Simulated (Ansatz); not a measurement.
Relaxation of the outer planes of the (10-10) surface of wurtzite AlN in its 1x1 cell (cut with top plane Al + N, bottom plane Al + N), outermost plane spacing 0.90 Å in the ideal cut.

Method: PBE (plane waves to 420 eV, PAW; Ansatz, an electronic-structure program).

Set-up: 16 atoms, Al8N8, 9.0 Å thick at the start (thin: gaps and levels are the slab's own); mesh 8x5x1; 0.025 eV smearing; dipole correction on; all atoms relaxed; start symmetry kept, larger cells not searched; no spin, no spin-orbit, no U.

| plane | atoms | bulk spacing to the next (Å) | relaxed spacing (Å) | change (%) | rumpling (Å) |
|---|---|---|---|---|---|
| 1 | N + Al | 0.904 | ? | ? | ? |
| 2 | N + Al | 1.807 | 1.877 | 3.9 | 0.08 (Al outermost) |

Question: Some entries are withheld; supply them.

Answer: 
- 1, relaxed spacing (Å): 0.701
- 1, change (%): -22.5
- 1, rumpling (Å): 0.22 (N outermost)
